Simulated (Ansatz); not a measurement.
**CdTe: tensor shear ε_xy = +2.00 %**

Base system: CdTe in the zinc blende structure (space group F-43m, No. 216; a = 6.409 Å). Axes: x, y, z lie along the cube axes.

Perturbation: a pure shear with ε_xy = ε_yx = 0.0200, atoms relaxed at fixed cell.

Computed with LDA (Ansatz, a program for electronic structure), no spin-orbit coupling. Settings: 9×9×9 k-points, 0.05 eV Fermi–Dirac smearing.

```json
[
 {"quantity": "space group", "base": "F-43m (No. 216)", "changed": "Imm2 (No. 44)", "shift": "–"},
 {"quantity": "shortest interatomic distance", "base": "5.244 bohr", "changed": "5.234 bohr", "shift": "-0.0105 bohr"},
 {"quantity": "energy relative to the base (free energy F)", "base": "0 meV/atom", "changed": "+3.5 meV/atom", "shift": "+3.5 meV/atom"},
 {"quantity": "pressure (mean of the normal stresses, compression positive)", "base": "0.00 GPa", "changed": "-0.01 GPa", "shift": "-0.01 GPa"},
 {"quantity": "band gap", "base": "0.61 eV", "changed": "0.49 eV", "shift": "-0.12 eV"},
 {"quantity": "gap character", "base": "direct at Γ", "changed": "direct at Γ", "shift": "–"},
 {"quantity": "valence-band top at Γ (three highest levels, from the VBM)", "base": "0.00, 0.00, 0.00 eV", "changed": "0.00, -0.13, -0.22 eV", "shift": "–"},
 {"quantity": "valley order (the lowest conduction-band minima on the path, energy above the VBM, named in the base's zone)", "base": "Γ 0.61 eV; L along ⟨111⟩ 1.68 eV", "changed": "Γ 0.49 eV; L along [1-1-1] 1.42 eV; L along [111] 1.71 eV", "shift": "–"},
 {"quantity": "stress (xx, yy, zz, yz, xz, xy; compression positive)", "base": "–", "changed": "(0.00, 0.00, -0.02, 0.00, 0.00, -0.86) GPa", "shift": "–"}
]
```

Final structure:

```
CELL_PARAMETERS angstrom
      0.06409     3.20432     3.20432
      3.20432     0.06409     3.20432
      3.26840     3.26840     0.00000
ATOMIC_POSITIONS crystal
  Cd 0.00413 0.00413 0.99587
  Te 0.24587 0.24587 0.25413
```

Spin-orbit coupling, missing from the scalar runs, can matter with Te. The cells carry an imposed strain or load. Whether these cells are dynamically stable was not tested. k-point labels follow each cell's own Brillouin zone.
